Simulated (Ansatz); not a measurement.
These are PBE (plane waves to 420 eV, PAW; Ansatz, a program for electronic structure) values and carry that method's errors.

Planar average of the electrostatic potential across the slab, in eV from the Fermi level, for Al on the 1x1 (110) surface of bcc W, one in a 2x2 cell, started at the site 'hollow W-W-W':

```tsv
z (Å)	V (eV)
5.20	4.79
5.49	4.79
5.78	4.79
6.07	4.78
6.36	4.77
6.64	4.75
6.93	4.70
7.22	4.61
7.51	4.43
7.80	4.05
8.09	3.30
8.38	1.82
8.67	-1.11
8.96	-7.22
9.24	-15.18
9.53	-20.64
9.82	-21.00
10.11	-16.17
10.40	-8.62
10.69	-3.58
10.98	-4.78
11.27	-11.51
11.56	-18.74
11.84	-21.99
12.13	-19.67
12.42	-12.87
12.71	-5.46
13.00	-2.62
13.29	-5.54
13.58	-12.97
13.87	-19.69
14.16	-21.91
14.44	-18.56
14.73	-11.27
15.02	-4.48
15.31	-3.12
15.60	-7.85
15.89	-15.46
16.18	-20.67
16.47	-20.80
16.76	-15.79
17.04	-8.02
17.33	-2.02
17.62	0.17
17.91	0.99
18.20	1.40
18.49	1.55
18.78	1.79
19.07	2.56
19.36	3.37
19.64	3.79
19.93	4.01
20.22	4.13
20.51	4.19
20.80	4.22
21.09	4.23
21.38	4.24
21.67	4.24
21.96	4.24
22.24	4.24
22.53	4.24
```

Slab: 17 atoms, 6.6 Å thick at the start under the adsorbate (thin: gaps and levels are the slab's own); k 6x6x1, smearing 0.1 eV, dipole-corrected; 8 atoms held, the rest relaxed; held to the start's symmetry, so lower structures may exist; no spin, no spin-orbit, no U, no dispersion correction. At the end it is bonded to 4 W. In PBE it is, or lies within 0.03 eV of, the lowest of the starts that converged.

**Question.** The surface cell has an area of 28.68 Å². What dipole along the normal does the step between the two vacuum levels imply?

**Answer.** the top vacuum level lies 0.55 eV below the bottom one; p = −ε₀ A ΔV (ε₀ = 0.005526 e/(V·Å)) gives 0.09 e·Å a cell.
